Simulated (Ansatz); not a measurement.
Pressure series in MnO2

Base system: MnO$_{2}$ (space group Fd-3m, No. 227; ferromagnetic; a cell from a computed database, its experimental status unchecked).

```xyz
12
Lattice="0.0000 4.0054 4.0054 4.0054 0.0000 4.0054 4.0054 4.0054 0.0000" Properties=species:S:1:pos:R:3 pbc="T T T"
Mn     3.0040     1.0013     3.0040
Mn     1.0013     1.0013     1.0013
Mn     1.0013     3.0040     3.0040
Mn     3.0040     3.0040     1.0013
O      7.1219     4.8943     4.8943
O      5.1192     5.1192     2.8916
O      4.8943     7.1219     4.8943
O      2.8916     2.8916     2.8916
O      7.1219     7.1219     7.1219
O      5.1192     2.8916     5.1192
O      4.8943     4.8943     7.1219
O      2.8916     5.1192     5.1192
```

Cell and atoms are relaxed at each pressure.

Computed with PBEsol/PAW in Ansatz (a program for electronic structure), no spin-orbit coupling.

```tsv
pressure (GPa)	volume per atom (Å³/atom)
-2	10.908
-1	?
0	10.710
0.3	10.680
0.7	10.643
1.5	10.569
```

Question: Fit the third-order Birch–Murnaghan form P(V) = (3B₀/2)[(V₀/V)^(7/3) − (V₀/V)^(5/3)]·[1 + (3/4)(B₀′ − 4)((V₀/V)^(2/3) − 1)] (squares taken in P) to the rows shown and predict the withheld row.

Answer: Least squares on the printed values gives V₀ = 10.709 Å³/atom, B₀ = 112 GPa, B₀′ = 2.7; this predicts 10.807 Å³/atom, and the run gives 10.806 Å³/atom, in agreement.

Load acts through the strain it causes; cell and atoms are relaxed under it. Whether these cells are dynamically stable was not tested. No Hubbard U is applied and the magnetic state is the run's own (MnO2 ferromagnetic); small cells can't hold the antiferromagnetic order that many such compounds have, so gaps and moments can be off.
